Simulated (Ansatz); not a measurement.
The reference is Re in the hcp (Mg type) structure (space group P6_3/mmc, No. 194; a = 2.758 Å, c = 4.463 Å).

Level of theory: r2SCAN (Ansatz, a first-principles code), spin-orbit coupling left out.

One change was made to it. Results:

The c/a ratio rises by 0.033 (1.618 → 1.651); the volume per atom rises by 16.305 Å³ to 31.00 Å³.

What was done to the base?
A) Re → Pb
B) Re → Al
C) Re → Cu

A, Re → Pb. For comparison, the volume per atom in the other runs: Re → Al gives 16.01 Å³; Re → Cu gives 11.45 Å³.

No phonon test of stability was made. For Al and Cu in this form, whether it has been made was not checked. All final runs are without spin polarisation. This is not the structure that Pb has at room temperature and ambient pressure. This is not the structure that Al has at room temperature and ambient pressure. This is not the structure that Cu has at room temperature and ambient pressure.
